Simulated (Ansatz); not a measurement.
System: cubic perovskite BaHfO3. Method: LDA (Ansatz, a quantum-chemistry and plane-wave program, plane waves, PAW).

Numerical settings: plane-wave cutoff 520 eV, 6×6×6 k mesh, perturbation theory, scalar-relativistic PAW data made under PBE.

The cell has the measured lattice: a = 4.171 Å, b = 4.171 Å, c = 4.171 Å, α = 90.00°, β = 90.00°, γ = 90.00°.

Question: Give the computed high-frequency dielectric constant and static dielectric constant.

Answer: 
high-frequency dielectric constant: 4.75
static dielectric constant: 59.3

Note: the cell isn't this level's own, so it is under some stress, which shifts stiffness and frequencies.

Spin–orbit coupling is not included.

Cost on a shared machine: roughly 9 core-minutes.
